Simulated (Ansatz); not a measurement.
Here is the system:

End structure of a constructed model of the (111) surface of germanium, full P adlayer on top sites (bottom of the slab: 1 H on 1 bottom site):

```yaml
crystal:
  lattice:
    - [4.07294, 0.00000, 0.00000]
    - [-2.03647, 3.52727, 0.00000]
    - [0.00000, 0.00000, 31.00000]
  atoms:
    - { symbol: Ge, position: [0.00000, 0.00000, 0.31277] }
    - { symbol: Ge, position: [0.33333, 0.66667, 0.33959] }
    - { symbol: Ge, position: [0.33333, 0.66667, 0.41948] }
    - { symbol: Ge, position: [0.66667, 0.33333, 0.44632] }
    - { symbol: Ge, position: [0.66667, 0.33333, 0.52663] }
    - { symbol: Ge, position: [0.00000, 0.00000, 0.55367] }
    - { symbol: Ge, position: [0.00000, 0.00000, 0.63440] }
    - { symbol: Ge, position: [0.33333, 0.66667, 0.66451] }
    - { symbol: H, position: [0.00000, 0.00000, 0.26251] }
    - { symbol: P, position: [0.33333, 0.66667, 0.73656] }
```

Slab: 10 atoms, 14.7 Å thick at the start with caps and adatoms; k 8x8x1, smearing 0.025 eV, dipole-corrected; single point; on the structure that PBE left under its start's symmetry; no spin (in PBE a spin-polarised start ends no clearly lower), no spin-orbit, no U. The slab shows no gap on its mesh. It is one candidate, not shown to be the stable structure of the face.

Task: What work function of the top face does r2SCAN, at the PBE geometry in Ansatz (a program for electronic structure) give?

Result: 5.80 eV
